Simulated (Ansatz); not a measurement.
## A computed series for Ir: response to strain

Base system: Ir in the fcc (Cu type) structure (space group Fm-3m, No. 225; a = 3.830 Å). Axes: x, y, z lie along the cube axes.

Strains are applied to the cell and any free atomic positions relax; under biaxial strain the out-of-plane vector relaxes too.

Level of theory: PBEsol, PAW, 420 eV (Ansatz, a quantum-chemistry and plane-wave program; no spin-orbit coupling).

Candidates:
(a) uniaxial strain ε_xx = +3.91 %
(b) tensor shear ε_xz = −1.11 %
(c) biaxial strain −0.30 %, plane normal [111], relaxed out of plane
(d) uniaxial strain ε_zz = +0.80 %

Notes on the quantities. energy relative to the base: free energy F.

Order them by energy relative to the base, highest first.

(a) uniaxial strain ε_xx = +3.91 % (+40 meV/atom), (b) tensor shear ε_xz = −1.11 % (+6.0 meV/atom), (d) uniaxial strain ε_zz = +0.80 % (+1.8 meV/atom), (c) biaxial strain −0.30 %, plane normal [111], relaxed out of plane (+0.7 meV/atom)

Without a gap, meshes like the base's 21×21×21 leave anisotropic stresses uncertain by several tenths of a GPa, and small strain energies with them. No phonon test of stability was made. All final runs are without spin polarisation.
